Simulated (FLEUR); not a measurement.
## Equation of state of rock-salt CaSe (space group 225): energy against volume (FLEUR, PBE)

```
CaSe
1.0
    0.00000     2.90737     2.90737
    2.90737     0.00000     2.90737
    2.90737     2.90737     0.00000
Ca Se
1 1
Direct
  0.00000   0.00000   0.00000
  0.50000   0.50000   0.50000
```

Level of theory: PBE, all-electron FLAPW (FLEUR), scalar-relativistic valence (FLEUR). Settings: Kmax = 4.45 1/bohr; GmaxXC = 17.8 1/bohr; xcFunctional = pbe; jspins = 1; l_soc = F; mode = hist; fermiSmearingEnergy = 0.00036749 Htr; mesh (inpgen div1-3) = 10 10 10; inpgen gamma flag = true; Gmax = 17.8 1/bohr; numbands = 0; maxIterBroyd = 99; imix = Anderson; alpha = 0.05; precondParam = 0; minDistance = 1e-05 me/bohr^3. The cell above is the first row's. The rows scale it uniformly. In all rows fractional positions and the k mesh are held. E is the free energy at the stated smearing, counted from the lowest row.

```csv
V (Å^3/atom),E (meV/atom)
24.575,25.65
25.110,13.25
25.644,5.11
26.178,0.82
26.712,0.00
27.247,2.30
27.781,7.43
28.315,15.10
28.849,?
```

Fit E of the 8 rows that show it with the third-order Birch-Murnaghan form, a cubic in V^(-2/3). With u = V^(-2/3) - 0.113, the rows have u = 0.005305, 0.003619, 0.001994, 0.000425, -0.001092, -0.002561, -0.003981, -0.005356. Least squares gives E = 0.264 + 1017.7·u + 708787·u² + 286438·u³. Residuals (row less fit): -0.003, 0.006, -0.004, -0.005, 0.002, -0.002, 0.002, -0.002; standard error 0.005 (degrees of freedom: 4). Its minimum lies at u = -0.000718, so V0 = (0.112282)^(-3/2) = 26.58. There d²E/du² = 1416000 and d³E/du³ = 1719000, so B0 = (4/9) × 26.58^(-7/3) × 1416000 × 0.160218 = 47.8 GPa (the last factor turns the table's units into GPa), and B0' = 4 + (2/3) × 0.112282 × (1719000)/1416000 = 4.1.

Predict the withheld E at V = 28.849 from the fit, and compare with the calculation.

u = -0.006689, so E = 0.264 + 1017.7 × (-0.006689) + 708787 × (-0.006689)² + 286438 × (-0.006689)³ = 25.084 meV/atom. The calculation gives 25.07 meV/atom, 0.014 meV/atom below the prediction (0.1 % of the range of E in the table). The row lies outside the fitted rows, so this is an extrapolation. From the scatter of the fitted rows alone, a prediction at this place has a standard error of 0.012 meV/atom, so the miss is 1.1 times that.

Carrying the step between the two nearest rows on in a straight line would have given 22.77, off by 2.30; series whose last step already gives the withheld value aren't shown. The scan was laid around a cell of about the measured size, scaled by a guess for this functional. The runs keep the symmetry of the cell, so they don't test it for distortions. Values depend on the basis (sphere radii, cutoffs, local orbitals), which need not be converged. Cutoffs and mesh are single choices, not tested for convergence of this quantity. Series with a scatter that would blur these digits, or in which a gap closes, are not shown. Nor are scans whose minimum lies at an end fitted in this form.
